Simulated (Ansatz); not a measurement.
Ansatz (a first-principles code) run on a (110) slab of CaSi (cut from a parent of space group no. 63; 8 atoms in the cell): self-consistent single point.

Level of theory: LDA (PW92), default PAW files made with PBE (plane waves; Ansatz).

```xyz
8
Lattice="3.9249 0.0000 0.0000 0.0000 5.8397 0.0000 0.0000 0.0000 21.2562" Properties=species:S:1:pos:R:3 pbc="T T T"
Ca     0.9812     3.6203     7.0000
Ca     2.9437     4.9274    10.0448
Ca     0.9812     1.8261    11.2114
Ca     2.9437     3.1331    14.2562
Si     0.9812     0.6774     8.2341
Si     2.9437     2.0307     8.8107
Si     0.9812     4.7228    12.4456
Si     2.9437     0.2364    13.0221
```

Reference input (self-consistent single point, DFT, LDA (PW92), plane waves, default PAW files made with PBE): basis.ecutwfc = 420 eV; kpoints.mp_grid.grid = 8 5 1; hamiltonian.xc = lda; hamiltonian.pseudopotentials = {kind: paw} (the program's default PAW files); scf.occupations.method = fermi_dirac; scf.occupations.width = 0.1 eV. This run's input differs from it in these lines:

Ansatz 0.2 input:
```diff
@@ -16,3 +16,3 @@
 basis:
-  ecutwfc: 420.0
+  ecutwfc: 295.0
 kpoints:
```

Output, abridged:

```
SCF iter   1: F=—  HF=-9526.259116 eV  |F-HF|=—  |Δ(HF+E_count)|=         —  Δρ=2.87e-3  dr2=4.68e-2  ethr=1.77e-3  ⟨swp⟩=12.0  Hψ=3242  notcnv=0
all-band conjugate gradients solve this SCF's bands
preconditioner: auto → LDOS
SCF iter   2: F=—  HF=-9526.256170 eV  |F-HF|=—  |Δ(HF+E_count)|=   2.95e-3  Δρ=1.27e-3  dr2=1.25e-2  ethr=8.36e-5  ⟨swp⟩=2.4  Hψ=1206  notcnv=0
   [... lines left out ...]
SCF iter   5: F=—  HF=-9526.252881 eV  |F-HF|=—  |Δ(HF+E_count)|=   3.30e-5  Δρ=7.06e-5  dr2=7.28e-5  ethr=7.33e-7  ⟨swp⟩=2.1  Hψ=904  notcnv=0
SCF iter   6: F=—  HF=-9526.252942 eV  |F-HF|=—  |Δ(HF+E_count)|=   6.14e-5  Δρ=2.18e-5  dr2=5.25e-6  ethr=1.30e-7  ⟨swp⟩=2.0  Hψ=946  notcnv=0
SCF iter   7: F=—  HF=-9526.252943 eV  |F-HF|=—  |Δ(HF+E_count)|=   1.15e-6  Δρ=7.20e-6  dr2=4.23e-7  ethr=9.37e-9  ⟨swp⟩=2.0  Hψ=842  notcnv=0
SCF iter   8: F=-9526.252943 eV  HF=-9526.252943 eV  |F-HF|=1.29e-8  |Δ(HF+E_count)|=   1.19e-7  Δρ=3.20e-6  dr2=6.40e-8  ethr=1.79e-10  ⟨swp⟩=8.8  Hψ=2505  notcnv=0
SCF 1 converged in 8 iterations: F = -9526.252943 eV  dr2 = 6.40e-8
Free energy (F): -9526.252943 eV
Internal energy: -9526.086414 eV  (E = F + TS)
E sigma→0 (E₀):  -9526.169679 eV
Entropy (-TS):   -0.166529 eV (-20.816 meV/atom)
Fermi energy:    1.353515 eV
--- Forces (eV/Å), atoms counted from 1 ---
  atom   1  Ca     0.00000000    -0.18351511     0.63984038
  atom   2  Ca     0.00000000     0.00659001    -0.08468618
  atom   3  Ca     0.00000000    -0.00659001     0.08468618
  atom   4  Ca     0.00000000     0.18351511    -0.63984038
  atom   5  Si     0.00000000     0.15315611     0.19593693
  atom   6  Si     0.00000000    -0.03238792    -0.24806972
  atom   7  Si     0.00000000     0.03238792     0.24806972
  atom   8  Si     0.00000000    -0.15315611    -0.19593693
--- Stress (GPa, compression-positive) ---
       -2.047431      -0.000000      -0.000000
       -0.000000      -2.867739       0.233215
       -0.000000       0.233215      -1.501770
  P = ⅓ Tr σ = -2.1390 GPa (-21.390 kbar)
  The stress holds the Pulay correction. Without it, at fixed plane waves, as pw.x and ABINIT print it: P = -2.6970 GPa
```

The run converged in 8 iterations. Against the reference run the free energy goes up by 29.9 meV/atom and the largest force hardly changes (0.673 to 0.666 eV/Å).

The starting cell comes from a database of computed structures (which also holds hypothetical and non-ambient phases and stackings), without a prior relaxation at this level. The slab is cut from that crystal, and its faces are unrelaxed. Its lattice was rescaled by up to half a per cent. Spin polarisation is off, though cut faces can carry moments; the slab shows no gap. The cutoff lies below the one recommended for these files.
